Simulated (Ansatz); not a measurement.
Ansatz (a quantum-chemistry and plane-wave program) run on Y₂Fe₂Si₂C (Cm, 7 atoms in the cell): self-consistent single point.

Method of the run: LDA (PW92), default PAW files made with PBE (plane waves; Ansatz).

```
Y2Fe2Si2C
1.0
    5.26104    -1.95500     0.00000
    5.26104     1.95500     0.00000
   -4.26468     0.00000     5.18503
Y Fe Si C
2 2 2 1
Direct
  0.44397   0.44397   0.71496
  0.55994   0.55994   0.29468
  0.79891   0.79891   0.90463
  0.20109   0.20109   0.09537
  0.83805   0.83805   0.28269
  0.16195   0.16195   0.71731
  0.00000   0.00000   0.00000
```

Reference input (self-consistent single point, DFT, LDA (PW92), plane waves, default PAW files made with PBE): basis.ecutwfc = 30.9 Ry; kpoints.mp_grid.grid = 6 6 4; hamiltonian.xc = lda; hamiltonian.pseudopotentials = {kind: paw} (the program's default PAW files); scf.occupations.method = gaussian; scf.occupations.width = 0.0073 Ry. This run's input differs from it in these lines:

Ansatz 0.2 input:
```diff
@@ -16,3 +16,3 @@
 kpoints:
-  mp_grid: { grid: [6, 6, 4] }
+  mp_grid: { grid: [10, 10, 7] }
 hamiltonian:
@@ -21,3 +21,3 @@
 scf:
-  occupations: { method: gaussian, width: 0.0073 Ry }
+  occupations: { method: gaussian, width: 0.0007 Ry }
 output:
```

The program printed (abridged):

```
SCF iter   1: F=—  HF=-17797.063919 eV  |F-HF|=—  |Δ(HF+E_count)|=         —  Δρ=9.25e-3  dr2=4.27e-2  ethr=1.77e-3  ⟨swp⟩=6.7  Hψ=31100  notcnv=0
all-band conjugate gradients solve this SCF's bands
preconditioner: auto → Resta (q_TF=auto, 2.519 Å⁻¹)
SCF iter   2: F=—  HF=-17797.053632 eV  |F-HF|=—  |Δ(HF+E_count)|=   1.03e-2  Δρ=4.12e-3  dr2=1.07e-2  ethr=6.47e-5  ⟨swp⟩=2.4  Hψ=12544  notcnv=0  defer=458
   [... lines left out ...]
SCF iter   4: F=—  HF=-17797.050910 eV  |F-HF|=—  |Δ(HF+E_count)|=   1.26e-4  Δρ=1.87e-4  dr2=4.16e-5  ethr=1.06e-6  ⟨swp⟩=2.1  Hψ=10621  notcnv=0  defer=459
SCF iter   5: F=—  HF=-17797.050993 eV  |F-HF|=—  |Δ(HF+E_count)|=   8.26e-5  Δρ=7.51e-5  dr2=4.19e-6  ethr=6.31e-8  ⟨swp⟩=2.2  Hψ=10513  notcnv=0  defer=459
SCF iter   6: F=—  HF=-17797.050992 eV  |F-HF|=—  |Δ(HF+E_count)|=   8.79e-7  Δρ=2.08e-5  dr2=6.56e-7  ethr=6.35e-9  ⟨swp⟩=2.0  Hψ=10406  notcnv=0  defer=459
SCF iter   7: F=-17797.050992 eV  HF=-17797.050992 eV  |F-HF|=6.40e-8  |Δ(HF+E_count)|=   5.01e-8  Δρ=7.20e-6  dr2=5.78e-8  ethr=1.52e-10  ⟨swp⟩=8.2  Hψ=32190  notcnv=0
SCF 1 converged in 7 iterations: F = -17797.050992 eV  dr2 = 5.78e-8
Free energy (F): -17797.050992 eV
Internal energy: -17797.050809 eV  (E = F + TS)
E sigma→0 (E₀):  -17797.050900 eV
Entropy (-TS):   -0.000183 eV (-0.026 meV/atom)
Fermi energy:    12.875487 eV
--- Forces (eV/Å), atoms counted from 1 ---
  atom   1  Y      0.05805731     0.00000000    -0.23781412
  atom   2  Y     -0.06650639     0.00000000    -0.02976842
  atom   3  Fe     0.22056214    -0.00000000     0.19454134
  atom   4  Fe    -0.18571223     0.00000000    -0.10218925
  atom   5  Si    -0.04180311     0.00000000    -0.18655822
  atom   6  Si     0.05460654    -0.00000000     0.26628475
  atom   7  C     -0.03920818    -0.00000000     0.09549108
--- Stress (GPa, compression-positive) ---
       -7.141334      -0.000000      -0.343016
       -0.000000      -6.644531       0.000000
       -0.343016       0.000000      -5.879255
  P = ⅓ Tr σ = -6.5550 GPa (-65.550 kbar)
  The stress holds the Pulay correction. Without it, at fixed plane waves, as pw.x and ABINIT print it: P = -6.6920 GPa
```

The run converged in 7 iterations. Against the reference run the free energy goes up by 2.3 meV/atom, the pressure moves little (-6.55 to -6.56 GPa) and the largest force moves little (0.300 to 0.294 eV/Å).

The starting cell comes from a database of computed structures (which also holds hypothetical and non-ambient phases and stackings), without a prior relaxation at this level. Its lattice was rescaled by up to half a per cent. One atom was moved a little off its site on purpose. Spin polarisation is off. With a pressure of about -7 GPa the cell is away from its equilibrium volume at this level. Ansatz's pressure includes its estimate of the finite-basis (Pulay) stress.

Cost on one core of a shared machine: roughly 70 s.
